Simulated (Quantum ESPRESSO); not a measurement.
# What a tighter setting buys: ecutwfc, TiSi₂ (Cmcm, 6 atoms in the cell)

```xyz
6
Lattice="1.7738 -6.7924 0.0000 1.7738 6.7924 0.0000 0.0000 0.0000 3.5826" Properties=species:S:1:pos:R:3 pbc="T T T"
Ti     1.7738    -5.3915     2.6870
Ti     1.7738     5.3915     0.8957
Si     1.7738    -0.7913     2.6870
Si     1.7738     0.7913     0.8957
Si     1.7738     3.4004     2.6870
Si     1.7738    -3.4004     0.8957
```

Method of the run: LDA (PW92), PseudoDojo standard norm-conserving (LDA) pseudopotentials (plane waves; Quantum ESPRESSO).

Base settings: ecutwfc = 85 Ry; occupations = smearing; smearing = gaussian; degauss = 0.0073499 Ry; potentials = {Ti: Ti.upf, Si: Si.upf}; K_POINTS = automatic 6 6 5 0 0 0; conv_thr = 1e-10 Ry; mixing_beta = 0.7.

Misses are taken against the tightest run, 128 Ry, which need not be fully converged itself. The energy is the free energy per atom.

The count of work is k-points × plane waves × bands × iterations; it is no time, and leaves out set-up, grids and terms that scale otherwise. Core times come from one kind of shared machine and are given to one figure; runs under 30 s give none.

The starting cell comes from a database of computed structures (which also holds hypothetical and non-ambient phases and stackings), without a prior relaxation at this level. Its lattice was rescaled by a random factor within 2.5 % of one. Spin polarisation is off. In the base run, with a pressure of about -7 GPa the cell is away from its equilibrium volume at this level. Without a gap this mesh is coarse (it stands for a supercell whose shortest vector is 18 Å).

The runs (ecutwfc): 34 Ry | 42 Ry | 51 Ry | 59 Ry | 68 Ry | 76 Ry | 85 Ry | 98 Ry | 110 Ry | 128 Ry.

Problem. Which is the coarsest setting among those run that, with all tighter ones, holds the energy within 20 meV/atom of the reference, and what does it save?

Solution. 68 Ry, off by 4.6 meV/atom; it needs 0.42 of the reference's count of work and about 0.2 of the reference's time.

Problem. Which is the coarsest setting among those run that, with all tighter ones, holds the energy within 1 meV/atom of the reference, and what does it save?

Solution. 76 Ry, off by 0.59 meV/atom; its saving against the reference is no more than about a factor of 2 in the count of work.

Problem. What does the step from 51 Ry to 98 Ry buy?

Solution. It takes the miss in the energy from 170 to 0.20 meV/atom, for 2.5 times the count of work and roughly 4 times the time.

```csv
ecutwfc,energy less reference (meV/atom),pressure less reference (GPa),largest difference in the force on any atom (eV/Å),count of work / reference,core time / reference (rough)
34 Ry,1951.49,-62.11,0.017,0.15,0.07
42 Ry,680.86,-30.06,0.108,0.22,0.1
51 Ry,170.40,-11.19,0.069,0.29,0.2
59 Ry,37.78,-3.53,0.030,0.41,0.3
68 Ry,4.58,-0.61,0.001,0.42,0.2
76 Ry,0.59,-0.06,0.000,0.53,0.3
85 Ry,0.28,0.00,0.000,0.63,0.3
98 Ry,0.20,0.00,0.000,0.72,0.6
110 Ry,0.12,0.00,0.000,0.98,0.9
128 Ry,0.00,0.00,0.000,1.0,1
```
